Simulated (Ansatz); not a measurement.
L1₂ (Cu3Au-type) Pt3Ti, treated with PBE+SOC in Ansatz (PAW).

Settings: plane-wave cutoff 520 eV, 14×14×14 k mesh, Fermi–Dirac smearing 0.05 eV, PAW data made under PBE.

Cell (relaxed at this level):

```
Pt3Ti
1.0
    3.94597     0.00000     0.00000
    0.00000     3.94597     0.00000
    0.00000     0.00000     3.94597
Ti Pt
1 3
Direct
  0.00000   0.00000   0.00000
  0.00000   0.50000   0.50000
  0.50000   0.00000   0.50000
  0.50000   0.50000   0.00000
```

### Question
What does this level give for the bulk modulus and pressure derivative B′ of the bulk modulus?

### Answer

bulk modulus: 235 GPa
pressure derivative B′ of the bulk modulus: 5.1

The run finds no gap.

Static lattice: no zero-point or thermal effects.

It cost around 30 core-minutes (rough) of CPU time.

Ansatz is a first-principles code.
